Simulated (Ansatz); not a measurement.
**Short convergence ladders for Be₄AlNi (R3m, 6 atoms in the cell)**

```
Be4AlNi
1.0
    0.00000     2.98435     2.98435
    2.98435     0.00000     2.98435
    2.98435     2.98435     0.00000
Be Al Ni
4 1 1
Direct
  0.37846   0.37846   0.37846
  0.87914   0.37362   0.37362
  0.37362   0.37362   0.87914
  0.37362   0.87914   0.37362
  0.75000   0.75000   0.75000
  0.00000   0.00000   0.00000
```

Base method: PBEsol, default PAW files made with PBE (plane waves; Ansatz, a quantum-chemistry and plane-wave program).

Base settings: basis.ecutwfc = 420 eV; kpoints.mp_grid.grid = 10 10 10; hamiltonian.xc = pbesol; hamiltonian.pseudopotentials = {kind: paw} (the program's default PAW files); scf.occupations.method = fermi_dirac; scf.occupations.width = 0.1 eV.

The count of work is k-points × plane waves × bands × iterations; it is no time. Core times come from one kind of shared machine, to one figure; runs under 30 s give none.

**The width of Fermi-Dirac smearing**

In this ladder: kpoints.mp_grid.grid = 16 16 16.

Narrow widths need finer meshes than wide ones, so the last steps can hold mesh noise.

Only quantities that move along the ladder and can be compared are tabulated; pressure and forces are left out, as mesh noise rules them at narrow widths.

```csv
scf.occupations.width,free energy less the last step's (meV/atom),energy extrapolated to zero width less the last step's (meV/atom)
1 eV,-397.01,65.12
0.5 eV,-81.48,5.32
0.3 eV,-28.68,-1.07
0.2 eV,-12.66,-0.41
0.1 eV,-2.58,-0.03
0.05 eV,0.00,0.00
```

Widest scf.occupations.width that holds the free energy within 5 meV/atom: not settled: the last two steps still differ by 2.6 meV/atom, over half the tolerance, so the ladder does not show it.

Widest scf.occupations.width that holds the energy extrapolated to zero width within 0.5 meV/atom of the last step, with all finer ones: 0.2 eV; the step before is off by 1.1 meV/atom.

The extrapolation to zero width removes most of the smearing's effect on the energy.

**The width of Methfessel-Paxton smearing**

In this ladder: kpoints.mp_grid.grid = 16 16 16; scf.occupations.method = methfessel_paxton.

Narrow widths need finer meshes than wide ones, so the last steps can hold mesh noise.

Only quantities that move along the ladder and can be compared are tabulated; pressure and forces are left out, as mesh noise rules them at narrow widths.

```csv
scf.occupations.width,free energy less the last step's (meV/atom),core time / last (rough)
1 eV,-2.24,0.7
0.5 eV,-0.21,0.7
0.3 eV,-0.01,0.5
0.2 eV,-0.03,0.6
0.1 eV,0.01,0.8
0.05 eV,0.00,1
```

Widest scf.occupations.width that holds the free energy within 1 meV/atom of the last step, with all finer ones: 0.5 eV; the step before is off by 2.2 meV/atom.

**The mesh under tetrahedron occupations**

In this ladder: scf.occupations.method = tetrahedron; scf.occupations.width = default.

Only quantities that move along the ladder and can be compared are tabulated.

| kpoints.mp_grid.grid | free energy less the last step's (meV/atom) | pressure (GPa) | largest difference of a force vector from the last step's (eV/Å) | count of work / last | core time / last (rough) |
|---|---|---|---|---|---|
| 4 4 4 | 7.31 | 1.36 | 0.026 | 0.013 | – |
| 5 5 5 | -7.66 | 1.33 | 0.004 | 0.019 | – |
| 6 6 6 | -4.31 | 1.54 | 0.006 | 0.031 | – |
| 8 8 8 | -0.10 | 1.54 | 0.006 | 0.063 | – |
| 9 9 9 | -0.52 | 1.55 | 0.003 | 0.083 | – |
| 12 12 12 | -0.15 | 1.56 | 0.001 | 0.18 | – |
| 14 14 14 | 0.03 | 1.57 | 0.001 | 0.28 | 0.6 |
| 18 18 18 | 0.01 | 1.57 | 0.000 | 0.57 | 1 |
| 22 22 22 | 0.00 | 1.57 | 0.000 | 1.0 | 1 |

Coarsest kpoints.mp_grid.grid that holds the free energy within 5 meV/atom of the last step, with all finer ones: 6 6 6, at 0.031 of the last step's count of work; the step before is off by 7.7 meV/atom.

Coarsest kpoints.mp_grid.grid that holds the forces within 0.01 eV/Å of the last step, with all finer ones: 5 5 5, at 0.019 of the last step's count of work; the step before is off by 0.026 eV/Å.

Coarsest kpoints.mp_grid.grid that holds the pressure within 0.05 GPa of the last step, with all finer ones: 6 6 6, at 0.031 of the last step's count of work; the step before is off by 0.23 GPa.

Two neighbours can agree and both be off: 4 4 4 and 5 5 5 differ by 0.02 GPa in the pressure, yet lie about 0.23 GPa from the last step.

On the base run: the starting cell comes from a database of computed structures (which also holds hypothetical and non-ambient phases and stackings), without a prior relaxation at this level. Its lattice was rescaled by up to half a per cent. One atom was moved a little off its site on purpose. Spin polarisation is off. Ansatz's pressure includes its estimate of the finite-basis (Pulay) stress.

Left out of this page: 4 runs of the series outside the window shown, repeating another row's setting, or not comparable.

Keys are those of Ansatz 0.2.
